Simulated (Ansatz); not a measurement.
Structure of amorphous In9Ga9Zn9O37Na2 (periodic cell):

```xyz
66
Lattice="9.6700 -0.0551 0.1530 -0.0551 9.4944 -0.0595 0.1530 -0.0595 9.1134" Properties=species:S:1:pos:R:3 pbc="T T T"
In     6.7618     1.5625     4.4219
In     4.1810     6.3221     3.5541
In     5.0745     1.5115     0.5900
In     4.2317     2.8963     6.3553
In     1.4917     7.5493     7.9857
In     8.5801     9.1029     6.6112
In     7.7057     3.1646     7.5173
In     4.6865     9.0067     6.3774
In     2.2799     1.4570     8.6195
Ga     4.8365     7.9203     0.4476
Ga     4.8048     4.8253     0.3107
Ga     9.5587     3.6017     4.1511
Ga     7.3427     7.8382     3.7109
Ga     1.0823     7.6666     4.4072
Ga     9.4660     0.5866     3.1572
Ga     1.0841     4.0526     7.4285
Ga     2.1085     8.7024     1.4816
Ga     1.8140     1.1464     5.1987
Zn     9.0157     5.8751     6.2915
Zn     6.8874     6.7150     7.6852
Zn     7.0602     3.1511     2.0669
Zn     8.1150     0.2318     0.6243
Zn     3.6637     5.8490     6.4996
Zn     4.4434     0.1966     3.2173
Zn     6.4170     4.8400     4.8557
Zn     9.6608     3.2722     1.0855
Zn     1.8404     5.4568     1.9242
O      4.2612     1.2635     7.8020
O      3.8944     8.0391     2.1136
O      1.3263     9.0895     3.1629
O      9.0020     7.3076     7.7856
O      2.0202     6.2365     3.7973
O      1.0536     2.1587     3.7861
O      9.5303     3.9728     5.9655
O      8.8777     7.2808     4.8424
O      8.6216     0.7080     4.8392
O      2.0077     2.4352     6.6231
O      0.9302     9.4155     0.0247
O      8.6664     1.7760     1.8749
O      1.4067     7.0247     0.9068
O      1.1920     8.9602     5.9109
O      4.4277     4.4430     4.8834
O      5.4944     1.9502     2.7113
O      3.6916     1.0143     4.9508
O      3.7749     4.9279     1.8516
O      5.9847     9.0732     4.2235
O      0.1602     4.5977     2.4251
O      5.8622     6.3739     0.2798
O      4.2223     4.5005     7.7709
O      3.1426     0.9929     1.4180
O      1.8588     3.4161     9.1147
O      6.0969     9.2694     0.5821
O      8.3684     8.5950     2.3049
O      7.1381     5.1188     6.6382
O      6.3498     6.2826     3.4763
O      7.6293     3.5059     3.8862
O      6.6017     8.3981     6.8578
O      9.1134     4.2258     8.6428
O      3.9079     7.3653     5.3915
O      6.2552     2.3098     6.2618
O      1.6781     5.7597     6.8941
O      8.5302     1.2111     8.0493
O      6.1377     3.3935     0.3552
O      3.7171     7.9781     8.1765
Na     3.3504     2.9876     3.0742
Na     8.7195     6.4076     1.1064
```

Level of theory: PBE, scalar-relativistic without spin-orbit coupling (plane waves to 420 eV, PAW; Ansatz, a first-principles code).

Preparation: random packing, a CHGNet melt and quench, and a DFT relaxation. O atoms were pushed apart under 1.9 Å during the dynamics, to hinder bonds among them. The hot cell started wider than the set density and was brought back towards it in steps. It is the lowest in DFT energy of 2 quenches. It is a model cell: composition and starting density were chosen by hand, and all elements were melted together. No dispersion term was used. Its density started from a set value of 5.73 and ended at 5.73 g/cm³. The quench (nominally 210 K/ps over its main leg) was far faster than any real one, so the model tends to hold more defects than a real film. A cell of this size samples the disorder only roughly. The volume was held where the preparation left it and the shape relaxed, at a PBE pressure of 1.8 GPa. Stress components on the final sampling reach 2.1 GPa.

Neighbours within In-In 3.12 Å, In-Ga 2.90 Å, In-Zn 2.90 Å, In-O 2.72 Å, In-Na 3.39 Å, Ga-Ga 2.68 Å, Ga-Zn 2.68 Å, Ga-O 2.28 Å, Ga-Na 3.17 Å, Zn-Zn 2.68 Å, Zn-O 2.50 Å, Zn-Na 3.17 Å, O-O 1.58 Å, O-Na 2.78 Å, Na-Na 3.65 Å count as bonded. Two cations that share two anions don't count as bonded, nor two that share one unless they lie closer than In-In 3.04 Å, In-Ga 2.82 Å, In-Zn 2.82 Å, In-Na 3.30 Å, Ga-Ga 2.61 Å, Ga-Zn 2.61 Å, Ga-Na 3.08 Å, Zn-Zn 2.61 Å, Zn-Na 3.08 Å, Na-Na 3.55 Å.

Question: Give the coordination numbers, mean bond lengths and angles.

Answer: 
- Mean coordination of In by anions = 5.67 (3 with 5, 6 with 6)
- Mean coordination of Ga by anions = 4.33 (6 with 4, 3 with 5)
- Mean coordination of Zn by anions = 4.22 (7 with 4, 2 with 5)
- Mean coordination of O = 3.76 (14 with 3, 18 with 4, 5 with 5)
- Mean coordination of Na by anions = 5.50 (1 with 5, 1 with 6)
- Mean In-O bond = 2.208 Å (spread 0.130 Å, 51 counted)
- Mean Ga-O bond = 1.925 Å (spread 0.065 Å, 39 counted)
- Mean Zn-O bond = 2.035 Å (spread 0.117 Å, 38 counted)
- Mean O-Na bond = 2.548 Å (spread 0.115 Å, 11 counted)
- Bond angle at In = mean 105.0°, spread 29.8°
- Bond angle at Ga = mean 108.1°, spread 19.3°
- Bond angle at Zn = mean 107.5°, spread 21.1°
- Bond angle at O = mean 109.2°, spread 19.1°
- Bond angle at Na = mean 101.3°, spread 29.7°

Question: List the pairs of like atoms that count as bonded by the rules above.

Answer: There are none by these rules.
